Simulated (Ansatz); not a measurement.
A computed series for BP: response to strain

The reference is BP in the zinc blende structure (space group F-43m, No. 216).

```
CELL_PARAMETERS angstrom
      0.00000     2.26828     2.26828
      2.26828     0.00000     2.26828
      2.26828     2.26828     0.00000
ATOMIC_POSITIONS crystal
  B  0.00000 0.00000 0.00000
  P  0.25000 0.25000 0.25000
```

Cartesian axes are those of the cell as printed.

Strains are applied to the cell and any free atomic positions relax; under biaxial strain the out-of-plane vector relaxes too.

Level of theory: Ansatz (an electronic-structure program) r2SCAN, no spin-orbit coupling.

Notes on the quantities. pressure: mean of the normal stresses, compression positive; energy relative to the base: free energy F.

```json
[
 {"variant": "base", "band gap": "1.41 eV", "out-of-plane strain": "–", "pressure": "0.00 GPa", "energy relative to the base": "0 meV/atom"},
 {"variant": "biaxial strain +0.42 %, plane normal [111], relaxed out of plane", "band gap": "1.39 eV", "out-of-plane strain": "-0.07 %", "pressure": "-1.28 GPa", "energy relative to the base": "+0.6 meV/atom"},
 {"variant": "biaxial strain +0.83 %, plane normal [111], relaxed out of plane", "band gap": "1.38 eV", "out-of-plane strain": "-0.14 %", "pressure": "-2.48 GPa", "energy relative to the base": "+2.3 meV/atom"},
 {"variant": "biaxial strain +1.25 %, plane normal [111], relaxed out of plane", "band gap": "1.36 eV", "out-of-plane strain": "-0.21 %", "pressure": "-3.66 GPa", "energy relative to the base": "+5.1 meV/atom"},
 {"variant": "biaxial strain +1.67 %, plane normal [111], relaxed out of plane", "band gap": "1.35 eV", "out-of-plane strain": "-0.28 %", "pressure": "-4.81 GPa", "energy relative to the base": "+9.1 meV/atom"},
 {"variant": "biaxial strain +2.08 %, plane normal [111], relaxed out of plane", "band gap": "1.33 eV", "out-of-plane strain": "-0.35 %", "pressure": "-5.88 GPa", "energy relative to the base": "+14 meV/atom"},
 {"variant": "biaxial strain +2.50 %, plane normal [111], relaxed out of plane", "band gap": "1.32 eV", "out-of-plane strain": "-0.41 %", "pressure": "(withheld)", "energy relative to the base": "(withheld)"}
]
```

Some entries are withheld; estimate them.


- biaxial strain +2.50 %, plane normal [111], relaxed out of plane, pressure: -6.93 GPa
- biaxial strain +2.50 %, plane normal [111], relaxed out of plane, energy relative to the base: +20 meV/atom

Stability against distortions was not tested.
